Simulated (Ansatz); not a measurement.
We consider antifluorite K2Se, described by G0W0@HSE06 in Ansatz (hard PAW, contour deformation, complete-basis limit).

Settings: largest k mesh 6×6×6 (not extrapolated in the mesh).

Cell (measured lattice):

```yaml
crystal:
  lattice:
    - [0.00000, 3.83800, 3.83800]
    - [3.83800, 0.00000, 3.83800]
    - [3.83800, 3.83800, 0.00000]
  atoms:
    - { symbol: K, position: [0.25000, 0.25000, 0.25000] }
    - { symbol: K, position: [0.75000, 0.75000, 0.75000] }
    - { symbol: Se, position: [0.00000, 0.00000, 0.00000] }
```

Problem. What does this level give for the band gap?

Solution. 
band gap: 4.29 eV (indirect)

Note: GW on a hybrid start was not checked against another program; the correction to the complete basis was taken at k points off the band edges; cell and atoms aren't relaxed at this level; the gap holds a correction of +0.15 eV to the complete basis, taken at k points off the band edges.

Spin–orbit coupling is not included.

The computed numbers hold no vibrational or temperature effects.

Computing time: roughly 6 core-hours.

Ansatz is a quantum-chemistry and plane-wave program.
